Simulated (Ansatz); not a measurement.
Base system: SrTiO3 in the cubic perovskite structure (space group Pm-3m, No. 221).

```
SrTiO3
1.0
    3.85418     0.00000     0.00000
    0.00000     3.85418     0.00000
    0.00000     0.00000     3.85418
Sr Ti O
1 1 3
Direct
  0.00000   0.00000   0.00000
  0.50000   0.50000   0.50000
  0.50000   0.00000   0.50000
  0.00000   0.50000   0.50000
  0.50000   0.50000   0.00000
```

Calculations: Ansatz (a program for electronic structure) LDA, no spin-orbit coupling.

One change was made to it. Results:

| quantity | base | after |
|---|---|---|
| band gap | 1.85 eV | 1.91 eV |
| shortest interatomic distance | 1.927 Å | 1.905 Å |

### Question
Which of these changes matches the shifts?
A. pressure 0.3 GPa
B. pressure 7.5 GPa
C. pressure −2 GPa

### Answer
B, pressure 7.5 GPa. For comparison, the band gap in the other runs: pressure −2 GPa gives 1.83 eV; pressure 0.3 GPa gives 1.85 eV.

Load acts through the strain it causes; cell and atoms are relaxed under it. No phonon test of stability was made. Competing high-pressure phases were not computed. All final runs are without spin polarisation. Many cubic perovskites are stable only at high temperature; tilts and polar distortions were not tested.
